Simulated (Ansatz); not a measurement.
Base system: Zr in the hcp (Mg type) structure (space group P6_3/mmc, No. 194; relaxed with 0.1 eV smearing).

```xyz
2
Lattice="3.1438 0.0000 0.0000 -1.5719 2.7226 0.0000 0.0000 0.0000 5.0928" Properties=species:S:1:pos:R:3 pbc="T T T"
Zr     1.5719     0.9075     3.8196
Zr     0.0000     1.8151     1.2732
```

Cartesian axes are those of the cell as printed.

Level of theory: LDA/PAW in Ansatz (an electronic-structure program), no spin-orbit coupling.

Strains are applied to the cell and any free atomic positions relax.

One change was made to it. Results:

| quantity | base | after |
|---|---|---|
| energy relative to the base (free energy F) | 0 meV/atom | +5.5 meV/atom |
| pressure (mean of the normal stresses, compression positive) | 0.0 GPa | -2.4 GPa |

Question: Which of these changes matches the shifts?
A. uniaxial strain ε_xx = +0.50 %
B. uniaxial strain ε_xx = +2.50 %
C. uniaxial strain ε_xx = −3.00 %
D. uniaxial strain ε_xx = +1.00 %
E. uniaxial strain ε_xx = +3.00 %

Answer: B, uniaxial strain ε_xx = +2.50 %. For comparison, the energy relative to the base in the other runs: uniaxial strain ε_xx = +1.00 % gives +0.9 meV/atom; uniaxial strain ε_xx = +3.00 % gives +7.8 meV/atom; uniaxial strain ε_xx = −3.00 % gives +7.3 meV/atom; uniaxial strain ε_xx = +0.50 % gives +0.2 meV/atom.

Stability against distortions was not tested. All final runs are without spin polarisation.
